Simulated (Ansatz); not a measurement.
Take Sc in the hcp (Mg type) structure (space group P6_3/mmc, No. 194) as the base.

Space group P6₃/mmc (No. 194); a = b = 3.3311 Å, c = 5.1943 Å, α = β = 90.00°, γ = 120.00°

```
atom  site  symmetry       x       y       z
----  ----  --------  ------  ------  ------
Sc      2d      -6m2  0.6667  0.3333  0.2500
```

All numbers come from plane-wave PAW DFT at the r2SCAN level (Ansatz, a quantum-chemistry and plane-wave program, 500 eV), spin-orbit coupling left out, earlier PAW set.

Base values:

The band gap is zero. The lattice parameter a comes out as 3.331 Å.

Now apply this change: full substitution Sc → Ca, then cell and atoms are relaxed.

Q: How does this affect the band gap and lattice parameter a?

A: The band gap stays zero; the lattice parameter a goes up by 0.605 Å, from 3.331 Å to 3.936 Å.

No phonon test of stability was made. All final runs are without spin polarisation. This is not the structure that Ca has at room temperature and ambient pressure.
